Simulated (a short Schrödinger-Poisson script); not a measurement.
System: MOS inversion layer, Al2O3 on p-type Si(111), at 300 K.

```tsv
layer	material	thickness (nm)	Na (cm⁻³)
1	Al2O3	1.5	-
2	Si	280	2.4e18
```

The device is made up for the run: typed textbook-type constants, with dimensions and the other settings drawn at random. Al2O3: permittivity 9, conduction-band edge (eV) 2.7, gap (eV) 6.8, electron mass (mₑ) 0.3. Si: permittivity 11.7, conduction-band edge (eV) 0, gap (eV) 1.124, Nv at 300 K (cm⁻³) 3.1e19.

Channel valleys (confinement mass, in-plane density-of-states mass, number): Δ6 0.258, 0.358, 6. At the gate the conduction-band edge of layer 1 lies 3.12 eV − eVg above the Fermi level of the channel; the field vanishes at the back. Gaps are held at their typed values at every temperature. Mesh 0.03 nm at interfaces.

From a short Schrödinger-Poisson script (our own, NumPy): 1D Poisson equation in equilibrium, electrons quantum, Hartree (BenDaniel-Duke, 12 states a valley, the channel's in-plane mass for all, wave functions free to enter the dielectric), parabolic valleys, classical holes, full ionisation, no traps, pinning or gate leakage.

List the lowest subbands of each valley and their electrons at Vg = 1.3 V.


| valley | subband | energy from the Fermi level (meV) | electrons (cm⁻²) | share (%) |
|---|---|---|---|---|
| Δ6 | 0 | 13.3 | 1.09e13 | 100.0 |
| Δ6 | 1 | 223.8 | 4.03e9 | 0.0 |
| Δ6 | 2 | 368.6 | 1.49e7 | 0.0 |

All electrons: 1.09e13 cm⁻².
